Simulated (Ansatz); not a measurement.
We look at the energy of the reaction as written. Reaction: Cu (fcc) + W (bcc) → cell A. The sign is products less reactants.

Cell A: a sheet of composition CuW built on Cu (fcc, Fm-3m) (111), with 1 atoms on that crystal's sites, 2 atoms, rectangular cell of 2.57 × 4.44 Å (11.4 Å²), symmetry Pmmm within 0.02 Å, 0.0 Å thick under 16 Å of vacuum, in-plane vectors held at the crystal's; planes from bottom to top: CuW, all atoms in one plane; foreign atoms: W bound to 4 Cu at 2.57 Å; spin state with PBE: run without spin, k-point mesh 18×11×1.
```xyz
2
Lattice="2.5661 0.0000 0.0000 0.0000 4.4446 0.0000 0.0000 0.0000 16.0000" Properties=species:S:1:pos:R:3 pbc="T T T"
Cu     0.0000     0.0000     8.0000
W      1.2830     2.2223     8.0000
```

Reference: Cu (fcc, Fm-3m), 2 atoms in the cell, the relaxed perfect crystal repeated, atoms not moved again; spin state with PBE: run without spin, k-point mesh 18×11×22 on the run's own vectors.

Reference: W (bcc, Im-3m), 1 atom in the cell; spin state with PBE: run without spin, k-point mesh 26×26×26 on the run's own vectors. Conventional cell: a = 3.1838 Å, b = 3.1838 Å, c = 3.1838 Å, α = 90.00°, β = 90.00°, γ = 90.00°.

Plane-wave PAW calculations with Ansatz (an electronic-structure program), its PAW set soft_1, cutoff 420 eV, 500 eV for r2SCAN. The structures are at rest with PBE, within the held lattices; other levels are single points on them. Neutral cells; Fermi-Dirac smearing of at most 0.10 eV in the solids, energies taken to zero width. The lattices are those relaxed with PBE or held as stated, so at other levels the solids can be strained, which adds to the spread. A dispersion term (D3(BJ), or D4 for r2SCAN) was computed beside these levels and is taken off wherever the name lacks it. No zero-point or thermal terms. The runs are scalar-relativistic, without spin-orbit coupling. Cell A has symmetry Pmmm within 0.02 Å and got no random move, so less symmetric positions, which may lie lower, weren't tried.

Question: What value does r2SCAN give?

Answer: 4.73 eV, for Cu (fcc) + W (bcc) → cell A.

Question: List the value at the remaining levels and say how far they part.

Answer: 
| Method | value (eV) | less r2SCAN |
|---|---|---|
| PBE | 4.31 | -0.42 |

The levels shown span 0.42 eV, from PBE (4.31) to r2SCAN (4.73).
